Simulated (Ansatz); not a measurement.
# SiO2, response to strain

Base system: SiO2 in the rutile structure (space group P4_2/mnm, No. 136; a = 4.185 Å, c = 2.668 Å).

Strains are applied to the cell and any free atomic positions relax.

All numbers come from Kohn–Sham DFT with the r2SCAN functional, run in Ansatz (a first-principles code) with PAW and 500 eV plane waves, no spin-orbit coupling, earlier PAW set.

Notes on the quantities. energy relative to the base: free energy F.

```json
[
 {"isotropic strain (%)": "-0.91", "energy relative to the base (meV/atom)": "5.9"},
 {"isotropic strain (%)": "-0.62", "energy relative to the base (meV/atom)": "2.7"},
 {"isotropic strain (%)": "0", "energy relative to the base (meV/atom)": "0.0"},
 {"isotropic strain (%)": "0.92", "energy relative to the base (meV/atom)": "?"},
 {"isotropic strain (%)": "1.9", "energy relative to the base (meV/atom)": "23.6"}
]
```

Task: Fit ΔE = Aε² + Bε³ (ε in %) to the rows shown and predict the withheld row.

Result: Least squares on the printed values gives A = 6.93 and B = -0.21 meV/atom (largest residual 0.0 meV/atom); this predicts 5.7 meV/atom, and the run gives 5.7 meV/atom, in agreement.

No phonon test of stability was made.
